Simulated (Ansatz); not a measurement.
**B2O3 (P3₁21, No. 152)**

All values below come from HSE06 (Ansatz, an electronic-structure program, PAW).

Settings: plane-wave cutoff 500 eV, 6×6×4 k mesh (along the axes of the cell as run), gaussian smearing 0.02 eV, scalar-relativistic PAW data made under PBE.

Cell (relaxed with r²SCAN):

Space group P3₁21 (No. 152); a = 4.344 Å, b = 4.344 Å, c = 8.393 Å, α = 90.00°, β = 90.00°, γ = 120.00°

| atom | site | symmetry | x | y | z |
|---|---|---|---|---|---|
| B | 6c | 1 | 0.3974 | 0.1676 | 0.1086 |
| O | 6c | 1 | 0.1439 | 0.5459 | 0.4620 |
| O | 3a | .2. | 0.1598 | 0.1598 | 0.0000 |

```yaml
band_gap: 8.47 eV (on the SCF k mesh)
```

Note: cell and atoms aren't relaxed at this level (largest force component 0.13 eV/Å, pressure -0.5 GPa).

Computed values are for the static lattice.
